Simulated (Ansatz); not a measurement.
Take Li$_{2}$S in the anti-fluorite structure (space group Fm-3m, No. 225; a = 5.7057 Å) as the base.

The values are results of Ansatz (a quantum-chemistry and plane-wave program), PBE, PAW, cutoff 420 eV, scalar-relativistic without spin-orbit coupling, not measurements.

Strains are applied to the cell and any free atomic positions relax.

One change was made to it. Results:

The mean gap deformation potential ΔEg/Δln V comes out as +0.5 eV; the electron mass goes from 0.64 mₑ along k, 0.34 mₑ across (at X) to 0.65 mₑ along k, 0.35 mₑ across (at X); the smallest direct gap shrinks by 0.222 eV to 4.02 eV; the pressure goes from zero to -1.67 GPa.

Task: Which of these changes matches the shifts?
A) isotropic strain +1.50 %
B) isotropic strain +2.00 %
C) isotropic strain −1.50 %

Result: A, isotropic strain +1.50 %. For comparison, the smallest direct gap in the other runs: isotropic strain −1.50 % gives 4.48 eV; isotropic strain +2.00 % gives 3.95 eV.

Effective masses come from finite differences of ±0.01 Å⁻¹. Along k means along the line from Γ to the band edge. Stability against distortions was not tested.
